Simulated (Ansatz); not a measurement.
The reference is PbSe in the rock salt structure (space group Fm-3m, No. 225; a = 6.102 Å). Axes: x, y, z lie along the cube axes.

Level of theory: PBEsol (Ansatz, an electronic-structure program), without spin-orbit coupling.

For the base:

| Property | Value |
|---|---|
| Volume per atom | 28.39 Å³ |
| Valley order | L along ⟨111⟩ 0.17 eV; a point along ⟨110⟩, about 0.6 Å⁻¹ from Γ 1.03 eV |

Perturbation: biaxial strain −0.83 %, plane normal [111], relaxed out of plane (Cartesian); in-plane vectors clamped, the third vector and the atoms free.

Q: Predict the new volume per atom.

A: The volume per atom shrinks by 0.218 Å³ to 28.18 Å³.

Q: How does this affect the valley order?

A: The valley order (the lowest conduction-band minima on the path, energy above the VBM, named in the base's zone) becomes L along [1-1-1] 0.03 eV; L along [111] 0.15 eV; a point along [1-10], about 0.6 Å⁻¹ from Γ 0.88 eV (base: L along ⟨111⟩ 0.17 eV; a point along ⟨110⟩, about 0.6 Å⁻¹ from Γ 1.03 eV).

With Pb present, leaving out spin-orbit coupling can change the band edges. The levels and masses belong to the bands next to the band gap. Whether these cells are dynamically stable was not tested. The final runs are not spin-polarised.
